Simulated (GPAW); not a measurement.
σxx against uniaxial strain in fcc Ag (space group 225): C11 (GPAW, PBEsol)

```yaml
crystal:
  lattice:
    - [0.00000, 2.02708, 2.02708]
    - [1.99667, 0.00000, 2.02708]
    - [1.99667, 2.02708, 0.00000]
  atoms:
    - { symbol: Ag, position: [0.00000, 0.00000, 0.00000] }
```

Method of the run: PBEsol, GPAW PAW datasets PBEsol (made by gpaw-setup) (plane waves; GPAW). Settings: mode = pw; ecut = 585 eV; xc = PBEsol; kpts = 36 36 36; mesh shift (steps) = 0 0 0; occupations.name = fermi-dirac; occupations.width = 0.05 eV; nbands = -7; convergence.density = 1e-06 e/electron; convergence.energy = 1e-06 eV/electron; symmetry.symmorphic = false; symmetry.tolerance = 0.0005; maxiter = 100. The cell above is the first row's. The rows stretch one cube axis (x) by the strain ε and hold the other two. Stress is positive in tension. In all rows the k mesh is held.

```csv
ε (%),σxx (GPa)
-1.5,?
-1.0,-1.43
-0.5,-0.70
0.0,0.02
0.5,0.71
1.0,1.38
1.5,2.02
```

Question: Fit σxx against ε with a parabola, and predict the withheld value at ε = -1.5.

Answer: Least squares gives σxx = 0.019 + 1.4049·ε - 0.0464·ε². Residuals (row less fit): 0.002, -0.005, 0.001, 0.000, 0.002, -0.002; standard error 0.004 (degrees of freedom: 3). The slope at ε = 0, 1.4049 GPa per cent, gives C11 ≈ 100 × 1.4049 = 140 GPa, for the static lattice. At the withheld row, σxx = 0.019 + 1.4049 × (-1.5) - 0.0464 × (-1.5)² = -2.193 GPa. The calculation gives -2.18 GPa, 0.013 GPa above the prediction (0.3 % of the range of σxx in the table). The row lies outside the fitted rows, so this is an extrapolation. From the scatter of the fitted rows alone, a prediction at this place has a standard error of 0.008 GPa, so the miss is 1.7 times that.

Carrying the step between the two nearest rows on in a straight line would have given -2.16, off by 0.02; series whose last step already gives the withheld value aren't shown. The reference cell has the volume at which an earlier scan in this program and functional put its minimum by a fit. The unstrained cell stands at a pressure of -0.02 GPa, and the constants belong to that pressure. Without a gap such slopes are sensitive to mesh and smearing. 1 of the planned runs didn't end soundly and are left out. Cutoffs and mesh are single choices, not tested for convergence of this quantity. Series with a scatter that would blur these digits, or in which a gap closes, are not shown. Strain series were run only where this level's volume lies within 10 % of a first guess from the measured size.
